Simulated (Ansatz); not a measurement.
Element substitutions in Eu

The parent structure is Eu in the bcc (W type) structure (space group Im-3m, No. 229; ferromagnetic).

```xyz
1
Lattice="-2.1180 2.1180 2.1180 2.1180 -2.1180 2.1180 2.1180 2.1180 -2.1180" Properties=species:S:1:pos:R:3 pbc="T T T"
Eu     0.0000     0.0000     0.0000
```

Each row replaces one element on all its sites; cell and atoms are relaxed.

All numbers come from DFT with PBEsol, PAW potentials and a 420 eV plane-wave cutoff in Ansatz (a first-principles code), no SOC.

Candidates:
(a) Eu → Mg
(b) Eu → Al
(c) Eu → Tl

Base values:

- Lattice parameter a = 4.236 Å

**Question.** Order them by lattice parameter a, highest first.

**Answer.** (c) Eu → Tl (3.851 Å), (a) Eu → Mg (3.556 Å), (b) Eu → Al (3.213 Å)

The magnetic state is the one reached from the starting moments; the real material's order can differ, and small cells can't hold many antiferromagnetic ones. The state of the 4f shell was not checked for lower solutions. Whether these cells are dynamically stable was not tested. For Mg and Al in this form, whether it has been made was not checked. This is not the structure that Mg has at room temperature and ambient pressure. This is not the structure that Al has at room temperature and ambient pressure. This is not the structure that Tl has at room temperature and ambient pressure.
